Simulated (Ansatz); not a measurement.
# Voigt–Reuss–Hill bulk modulus of C11b MoSi₂ at several levels of theory

No measured value is used here.

```tsv
level (code)	value (GPa)	cell (Å³/atom)
LDA (Ansatz)	225	13.06
PBE (Ansatz)	205	13.58
PBEsol (Ansatz)	(withheld)	13.27
```

Task: Some entries are withheld; supply them.

Result: 
- PBEsol (Ansatz, a first-principles code), value (GPa): 219

Each level is taken at its own relaxed cell. Ansatz's density-functional and Hartree–Fock values are scalar-relativistic unless marked +SOC, with PAW data made under PBE.
